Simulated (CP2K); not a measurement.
CP2K run on Na (Im-3m, 1 atom in the cell): self-consistent single point.

Method: PBE, GPW, DZVP-MOLOPT-SR-GTH basis, GTH-PBE potentials (GTH_POTENTIALS) run with CP2K.

The change in words: lattice scaled by 0.98. Reference geometry:
```
Na
1.0
    3.68927     0.00000     0.00000
   -1.22976     3.47828     0.00000
   -1.22976    -1.73914     3.01227
Na
1
Cartesian
  0.00000   0.00000   0.00000
```

Reference input (self-consistent single point, DFT PBE, GPW, DZVP-MOLOPT-SR-GTH basis, GTH-PBE potentials (GTH_POTENTIALS)): CUTOFF = 950 Ry; REL_CUTOFF = 60 Ry; SMEAR/METHOD = FERMI_DIRAC; ELECTRONIC_TEMPERATURE = 1160.45 K; KPOINTS/SCHEME = MONKHORST-PACK 9 9 9; XC_FUNCTIONAL = PBE; Na/BASIS_SET = DZVP-MOLOPT-SR-GTH-q9; Na/POTENTIAL = GTH-PBE-q9; METHOD = GPW; EPS_DEFAULT = 1e-11; NGRIDS = 5; SCF_GUESS = ATOMIC. This run's input differs from it in these lines:

```diff
@@ -62,5 +62,5 @@
     &CELL
-      A 3.68926800 0.00000000 0.00000000
-      B -1.22975600 3.47827500 0.00000000
-      C -1.22975600 -1.73913800 3.01227500
+      A 3.61548300 0.00000000 0.00000000
+      B -1.20516100 3.40871000 0.00000000
+      C -1.20516100 -1.70435500 2.95202900
       PERIODIC XYZ
```

Log, with long lists cut:

```
 SCF WAVEFUNCTION OPTIMIZATION

  Step     Update method      Time    Convergence         Total energy    Change
     1 NoMix/Diag. 0.30E+00      -     0.70531069       -47.8426800092 -4.78E+01
     2 Broy./Diag. 0.30E+00      -     0.00795358       -47.5897260346  2.53E-01
     3 Broy./Diag. 0.30E+00      -     0.01333617       -47.7785146005 -1.89E-01
     4 Broy./Diag. 0.30E+00      -     0.00075042       -47.8254205574 -4.69E-02
     5 Broy./Diag. 0.30E+00      -     0.00050219       -47.8217125601  3.71E-03
     6 Broy./Diag. 0.30E+00      -     0.00000328       -47.8199867426  1.73E-03
     7 Broy./Diag. 0.30E+00      -     0.00000505       -47.8200427050 -5.60E-05
     8 Broy./Diag. 0.30E+00      -     0.00000002       -47.8200301456  1.26E-05
  *** SCF run converged in     8 steps ***

  Overlap energy of the core charge distribution:               0.00000000000000
  Self energy of the core charge distribution:               -126.94265629824518
  Core Hamiltonian energy:                                     34.24917560241856
  Hartree energy:                                              52.04113117069017
  Exchange-correlation energy:                                 -7.16719328252055
  Electronic entropic energy:                                  -0.00048733797914
  Fermi energy:                                                 0.05532093440647

  Total energy:                                               -47.82003014564541
  Total energy (extrapolated to T->0):                        -47.81978647665584

   [... lines left out ...]

 STRESS| Analytical stress tensor [bar]
 STRESS|                        x                   y                   z
 STRESS|      x        4.62854274209E+03  -4.04423832276E+01  -7.00556433846E+01
 STRESS|      y       -4.04423832276E+01   4.59994832422E+03  -9.90736353918E+01
 STRESS|      z       -7.00556433846E+01  -9.90736353918E+01   4.48556447334E+03
 STRESS| 1/3 Trace                                             4.57135184655E+03
```

The run converged in 8 iterations. Against the reference run the free energy goes up by 2.7 meV/atom and the pressure goes from -0.06 to 0.46 GPa.

The starting cell has typed, rounded lattice constants, without a prior relaxation at this level. For this run, on top of that: lattice scaled by 0.98. Values carry the incompleteness of an atom-centred basis.
